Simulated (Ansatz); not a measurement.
# Au in the diamond structure (space group Fd-3m, No. 227; a hypothetical phase, not in the database extracts checked)

```xyz
2
Lattice="0.0000 3.0809 3.0809 3.0809 0.0000 3.0809 3.0809 3.0809 0.0000" Properties=species:S:1:pos:R:3 pbc="T T T"
Au     4.6213     4.6213     4.6213
Au     3.0809     3.0809     3.0809
```

The values are results of PBE/PAW in Ansatz (an electronic-structure program), no SOC, not measurements. Γ-centred 13×13×13 mesh, Fermi–Dirac width 0.05 eV.

| Item | Result |
|---|---|
| Volume per atom | 29.24 Å³ |
| Density | 11.18 g/cm³ |
| Band gap | zero |
| Total energy | -13148.611 eV/atom (σ→0; compares only within this code and set-up) |

Stability against distortions was not tested.
